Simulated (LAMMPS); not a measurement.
Simulation of Al (fcc), 864 atoms, at 560 K and 2 GPa, heated as the crystal.

Computed with classical MD, pair style meam, file MoCoNiVFeAlCr_2nn.meam; code LAMMPS.

Starting crystal:

```
Al
1.0
    4.05000     0.00000     0.00000
    0.00000     4.05000     0.00000
    0.00000     0.00000     4.05000
Al
4
Direct
  0.00000   0.00000   0.00000
  0.00000   0.50000   0.50000
  0.50000   0.00000   0.50000
  0.50000   0.50000   0.00000
```

Question: Give the state found, the mean frequency of the vibrational (phonon) density of states, the coordination number, the most common Al-Al-Al angle, the volume per atom as this potential yields it.

Answer: state found: crystal; no diffusion seen in 30 ps; mean frequency of the vibrational (phonon) density of states: 6.3 THz; coordination number: 12.0 (counted to 3.50 Å); most common Al-Al-Al angle: at the 3° bin centred on 58.5°, after smoothing over three bins (mean of all 97°); volume per atom: 16.664 ± 0.001 Å³/atom.

Caution: a run this short can hold a crystal over, or a liquid under, the potential's own melting point, which these runs don't give.
